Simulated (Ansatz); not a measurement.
**Short convergence ladders for YSF (P4/nmm, 6 atoms in the cell)**

```xyz
6
Lattice="3.7919 0.0000 0.0000 0.0000 3.7919 0.0000 0.0000 0.0000 6.8608" Properties=species:S:1:pos:R:3 pbc="T T T"
Y      0.0000     1.8959     1.5590
Y      1.8959     0.0000     5.3018
S      0.0000     1.8959     4.4291
S      1.8959     0.0000     2.4317
F      0.0000     0.0000     0.0000
F      1.8959     1.8959     0.0000
```

Base method: LDA (PW92), default PAW files made with PBE (plane waves; Ansatz, an electronic-structure program).

Base settings: basis.ecutwfc = 30.9 Ry; kpoints.mp_grid.grid = 7 7 4; hamiltonian.xc = lda; hamiltonian.pseudopotentials = {kind: paw} (the program's default PAW files); scf.occupations.method = fixed.

**Zone-centre phonons against the cutoff**

In this ladder: phonons.method = dfpt; phonons.dielectric = true; phonons.rigid_motions = translations.

The mesh stays at the base's, so the ladder's end is converged at best in this setting alone.

Frequencies are those of the unrelaxed cell, without the LO-TO term of polar crystals.

Only quantities that move along the ladder and can be compared are tabulated.

ε∞ and Born charges come from denser meshes that the program picks itself.

| basis.ecutwfc | highest zone-centre frequency (cm⁻¹) | lowest optical frequency (cm⁻¹) | largest Born charge (mean of the diagonal) (e) | mean ε∞ |
|---|---|---|---|---|
| 15.4 Ry | 306.8 | 28.8 | 3.845 | 5.946 |
| 18.4 Ry | 340.2 | 99.3 | 3.871 | 5.985 |
| 21.7 Ry | 335.9 | 102.0 | 3.888 | 6.001 |
| 30.9 Ry | 332.4 | 99.4 | 3.883 | 6.007 |
| 37.1 Ry | 332.3 | 99.4 | 3.884 | 6.007 |

Coarsest basis.ecutwfc that holds the largest Born charge (mean of the diagonal) within 0.02 e of the last step, with all finer ones: 18.4 Ry; the step before is off by 0.039 e.

Coarsest basis.ecutwfc that holds the mean ε∞ within 0.01 of the last step, with all finer ones: 21.7 Ry; the step before is off by 0.022.

Coarsest basis.ecutwfc that holds the lowest optical frequency within 5 cm⁻¹ of the last step, with all finer ones: 18.4 Ry; the step before is off by 71 cm⁻¹.

**The dielectric constant against the mesh**

In this ladder: dielectric = true; dielectric.field_mesh = kpoints.

Only quantities that move along the ladder and can be compared are tabulated.

```tsv
kpoints.mp_grid.grid	largest Born charge (mean of the diagonal) (e)	mean ε∞
3 3 2	3.939	5.613
5 5 3	3.893	5.919
7 7 4	3.888	5.983
10 10 6	3.888	6.004
13 13 7	3.887	6.008
```

Coarsest kpoints.mp_grid.grid that holds the mean ε∞ within 0.01 of the last step, with all finer ones: 10 10 6; the step before is off by 0.025.

Coarsest kpoints.mp_grid.grid that holds the largest Born charge (mean of the diagonal) within 0.02 e of the last step, with all finer ones: 5 5 3; the step before is off by 0.052 e.

On the base run: the starting cell comes from a database of computed structures (which also holds hypothetical and non-ambient phases and stackings), without a prior relaxation at this level. Its lattice was rescaled by up to half a per cent. In the base run, with a pressure of about -8 GPa the cell is away from its equilibrium volume at this level.

Keys are those of Ansatz 0.2.
